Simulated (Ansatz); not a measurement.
## SiO$_{2}$ (space group P4_12_12, No. 92)

```xyz
12
Lattice="4.9803 0.0000 0.0000 0.0000 4.9803 0.0000 0.0000 0.0000 6.9183" Properties=species:S:1:pos:R:3 pbc="T T T"
Si     1.5057     1.5057     0.0000
Si     3.9959     0.9845     5.1888
Si     0.9845     3.9959     1.7296
Si     3.4746     3.4746     3.4592
O      1.1864     0.5430     1.2544
O      3.6766     1.9472     3.9344
O      1.3037     3.0332     0.4752
O      3.7939     4.4373     4.7135
O      4.4373     3.7939     2.2048
O      1.9472     3.6766     2.9840
O      3.0332     1.3037     6.4431
O      0.5430     1.1864     5.6640
```

All numbers come from Ansatz (an electronic-structure program) r2SCAN, scalar-relativistic without spin-orbit coupling. Γ-centred 6×6×4 mesh, Fermi–Dirac width 0.05 eV.

| Quantity | Value |
|---|---|
| Volume per atom | 14.30 Å³ |
| Density | 2.33 g/cm³ |
| Band gap | 6.35 eV, direct at Γ |
| Electron mass | 0.53 mₑ |
| Hole mass | 1.7 mₑ along c, 2.0 mₑ across |
| Lowest conduction-band minima above the VBM | Γ 6.35 eV |
| Total energy | -593.359 eV/atom (σ→0; compares only within this code and set-up) |

Masses are band curvatures over ±0.01 Å⁻¹ around the edge. Gaps are read on the SCF mesh and a high-symmetry path. No phonon test of stability was made.
